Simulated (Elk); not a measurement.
**Elk run on MgS (Fm-3m, 2 atoms in the cell): self-consistent single point**

Method: Elk with PBE, all-electron FP-LAPW, Elk's shipped species files, default APW+lo basis.

The input file:

```
tasks
  0

xctype
  20

rgkmax
  7.0

stype
  3

swidth
  0.000734986

avec
    0.0000000000    4.9496557033    4.9496557033
    4.9496557033    0.0000000000    4.9496557033
    4.9496557033    4.9496557033    0.0000000000

sppath
  'species/'

atoms
  2   : nspecies
  'Mg.in'   : spfname
  1   : natoms; atposl, bfcmt below
  0.0000000000  0.0000000000  0.0000000000    0.0 0.0 0.0
  'S.in'   : spfname
  1   : natoms; atposl, bfcmt below
  0.5000000000  0.5000000000  0.5000000000    0.0 0.0 0.0

ngridk
  7 7 7
```

Output, abridged:

```
│ Elk code version 10.2.4 │

All units are atomic (Hartree, Bohr, etc.)

│ Ground-state run starting from atomic densities │

Lattice vectors :
   0.000000000       4.949655703       4.949655703
   4.949655703       0.000000000       4.949655703
   4.949655703       4.949655703       0.000000000

Unit cell volume      :    242.5241367
Brillouin zone volume :    1.022785677

Muffin-tin inner radius fraction :   0.1000000000E-01

Nuclei treated as point charges

Species :    1 (Mg)
 parameters loaded from : Mg.in
 name : magnesium
 nuclear charge    :   -12.00000000
 electronic charge :    12.00000000
 atomic mass :    44305.30462
 muffin-tin radius :    2.200000000
 number of radial points in muffin-tin :    397
 atomic positions (lattice), magnetic fields (Cartesian) :
   1 :   0.00000000  0.00000000  0.00000000    0.00000000  0.00000000  0.00000000

Species :    2 (S)
 parameters loaded from : S.in
 name : sulphur
 nuclear charge    :   -16.00000000
 electronic charge :    16.00000000
 atomic mass :    58450.91926
 muffin-tin radius :    2.200000000
 number of radial points in muffin-tin :    397
 atomic positions (lattice), magnetic fields (Cartesian) :
   1 :   0.50000000  0.50000000  0.50000000    0.00000000  0.00000000  0.00000000

Total number of atoms per unit cell :    2

Spin treatment :
 spin-unpolarised

Number of Bravais lattice symmetries :   48
Number of crystal symmetries         :   48
Crystal has inversion symmetry
Real symmetric eigensolver will be used

k-point grid :      7     7     7
k-point offset :    0.000000000       0.000000000       0.000000000
k-point set is reduced with full crystal symmetry group
Total number of k-points :       20

Muffin-tin radius times maximum |G+k| :    7.000000000
 using average radius
Maximum |G+k| for APW functions       :    3.181818182
Maximum (1/2)|G+k|²                   :    5.061983471
Maximum |G| for potential and density :    12.00000000
 potential will be trimmed for |G| > 2 gkmax
Constant for pseudocharge density :    7
Radial integration step length :    4

G-vector grid sizes :     27    27    27
Number of G-vectors :     7119

Maximum angular momentum used for
 APW functions                      :    8
 outer part of muffin-tin           :    6
 inner part of muffin-tin           :    1

Total nuclear charge    :   -28.00000000
Total core charge       :    12.00000000
Total valence charge    :    16.00000000
Total excess charge     :    0.000000000
Total electronic charge :    28.00000000

Effective Wigner radius, rₛ :    1.274000042

Number of empty states         :    8
Total number of valence states :   16
Total number of core states    :   12

Total number of local-orbitals :   13

Exchange-correlation functional :     20     0     0
 Perdew-Burke-Ernzerhof, Phys. Rev. Lett. 77, 3865 (1996)
 gradient requirement :    1
 generalised gradient approximation (GGA)

Smearing type :    3
 Fermi-Dirac
Smearing width :   0.7349860000E-03
Effective electronic temperature (K) :    232.0902224

Mixing type :    3
 Broyden mixing, J. Phys. A: Math. Gen. 17, L317 (1984)

Kohn-Sham potential initialised from atomic data

│ Self-consistent loop started │
│ Loop number : 1 │
 total energy                :     -603.061322171
│ Loop number : 2 │
 total energy                :     -603.017749305
RMS change in Kohn-Sham potential (target) :   0.8388213009     (  0.1000000000E-05)
Absolute change in total energy (target)   :   0.4357286532E-01 (  0.1000000000E-03)
│ Loop number : 3 │
 total energy                :     -601.831672663
RMS change in Kohn-Sham potential (target) :   0.5580407186     (  0.1000000000E-05)
Absolute change in total energy (target)   :    1.196969858     (  0.1000000000E-03)
│ Loop number : 4 │
 total energy                :     -600.662718236
RMS change in Kohn-Sham potential (target) :   0.2513235792     (  0.1000000000E-05)
Absolute change in total energy (target)   :    1.468196892     (  0.1000000000E-03)
│ Loop number : 5 │
 total energy                :     -600.026538422
RMS change in Kohn-Sham potential (target) :   0.8001898198E-01 (  0.1000000000E-05)
Absolute change in total energy (target)   :    1.003229037     (  0.1000000000E-03)
│ Loop number : 6 │
 total energy                :     -599.798137399
RMS change in Kohn-Sham potential (target) :   0.1922921497E-01 (  0.1000000000E-05)
Absolute change in total energy (target)   :   0.4792082821     (  0.1000000000E-03)
│ Loop number : 7 │
 total energy                :     -599.721842437
RMS change in Kohn-Sham potential (target) :   0.1524402452E-02 (  0.1000000000E-05)
Absolute change in total energy (target)   :   0.1960970319     (  0.1000000000E-03)
│ Loop number : 8 │
 total energy                :     -599.718397228
RMS change in Kohn-Sham potential (target) :   0.7716762970E-03 (  0.1000000000E-05)
Absolute change in total energy (target)   :   0.5246946697E-01 (  0.1000000000E-03)
│ Loop number : 9 │
 total energy                :     -599.713533157
RMS change in Kohn-Sham potential (target) :   0.9940077380E-04 (  0.1000000000E-05)
Absolute change in total energy (target)   :   0.1798143767E-01 (  0.1000000000E-03)
│ Loop number : 10 │
 total energy                :     -599.713425645
RMS change in Kohn-Sham potential (target) :   0.4752174066E-04 (  0.1000000000E-05)
Absolute change in total energy (target)   :   0.4602872384E-02 (  0.1000000000E-03)
│ Loop number : 11 │
 total energy                :     -599.713463437
RMS change in Kohn-Sham potential (target) :   0.2592792015E-05 (  0.1000000000E-05)
Absolute change in total energy (target)   :   0.1112925411E-02 (  0.1000000000E-03)
│ Loop number : 12 │
 total energy                :     -599.713459362
RMS change in Kohn-Sham potential (target) :   0.1199256426E-05 (  0.1000000000E-05)
Absolute change in total energy (target)   :   0.2823063089E-03 (  0.1000000000E-03)
│ Loop number : 13 │
 total energy                :     -599.713448580
RMS change in Kohn-Sham potential (target) :   0.3220043779E-06 (  0.1000000000E-05)
Absolute change in total energy (target)   :   0.8135880466E-04 (  0.1000000000E-03)
Convergence targets achieved

│ Loop number : 14 │

Energies :
 Fermi                       :     0.159295337822
 sum of eigenvalues          :     -328.172372037
 electron kinetic            :      601.436358806
 core electron kinetic       :      522.573821691
 Coulomb                     :     -1158.92028471
 Coulomb potential           :     -875.121070885
 nuclear-nuclear             :     -95.7954325001
 electron-nuclear            :     -1251.12863354
 Hartree                     :      188.003781326
 Madelung                    :     -721.359749269
 xc potential                :     -54.4876599590
 exchange                    :     -41.1618051335
 correlation                 :     -1.06771209189
 electron entropic           :    -0.147696792985E-11
 total energy                :     -599.713443130

Density of states at Fermi energy :   0.1360516077E-06
 (states/Hartree/unit cell)

Estimated indirect band gap :   0.1009606444
 from k-point      1 to k-point     15
Estimated direct band gap   :   0.1248699813
 at k-point      1

Charges :
 core                        :    12.00000000
 valence                     :    16.00000000
 interstitial                :    2.947661840
 muffin-tins (core leakage)
  species :    1 (Mg)
   atom    1                 :    10.45111774     (  0.6661338148E-15)
  species :    2 (S)
   atom    1                 :    14.60122042     (  0.7014772296E-04)
 total in muffin-tins        :    25.05233816
 total calculated charge     :    27.99014977
 total charge                :    28.00000000
 error                       :   0.9850233957E-02

│ Self-consistent loop stopped │
```

The run converged in 14 iterations. The count includes the last loop, which Elk runs after its targets are met.

The starting cell comes from a database of computed structures (which also holds hypothetical and non-ambient phases and stackings), without a prior relaxation at this level. Its lattice was rescaled by a random factor within 2.5 % of one. Values depend on the basis (sphere radii, cutoffs, local orbitals), which need not be converged.
